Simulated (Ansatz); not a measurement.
The starting structures come from a database of crystals and need not be the phases stable at ambient conditions.

 Where the default PAW files enter, the runs use the earlier of Ansatz's two default sets.

Tunnelling through a barrier is set by its complex band structure: the current falls as exp(−2κd) with the smallest κ.

Input:

```
CELL_PARAMETERS angstrom
      3.40772     0.00000     0.00000
     -1.70386     2.95118     0.00000
      1.70386    -0.98373     2.86587
ATOMIC_POSITIONS crystal
  B  0.25000 0.75000 0.25000
  As 0.00000 0.00000 0.00000
```

Space group of this cell: R3m. The cell is strained (lengths along the current scaled by 1.03, ions clamped); by r2SCAN its mean pressure is -6.5 GPa.

Transport runs along the normal of the first two printed cell vectors, the (111) (indices of the unstrained crystal) plane of the conventional cell.

The gap is the functional's own. No spin-orbit coupling. Mid-gap values are interpolated on the energy grid.

Give the band gap and the smallest decay constant κ at mid-gap that r2SCAN run with Ansatz (a quantum-chemistry and plane-wave program) yields.

Gap 1.39 eV on a 12×12×12 mesh; κ = 0.108 1/Å, at the zone centre.
